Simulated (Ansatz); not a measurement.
Take Ru in the hcp (Mg type) structure (space group P6_3/mmc, No. 194; a = 2.7055 Å, c = 4.2651 Å; relaxed with 0.1 eV smearing) as the base. Axes: x lies along a and z along c of the hexagonal cell.

Level of theory: DFT with r2SCAN, PAW potentials and a 500 eV plane-wave cutoff in Ansatz (an electronic-structure program), no spin-orbit coupling, earlier PAW set.

It is then changed as follows: uniaxial stress, 5 GPa tension along x, with the cell and atoms free to relax against it.

### Question
Predict the new strain response.

### Answer
The strain response (xx, yy, zz) amounts to (+1.02, −0.27, −0.20) %.

Beyond what the load breaks, stability against distortions was not tested. All final runs are without spin polarisation.
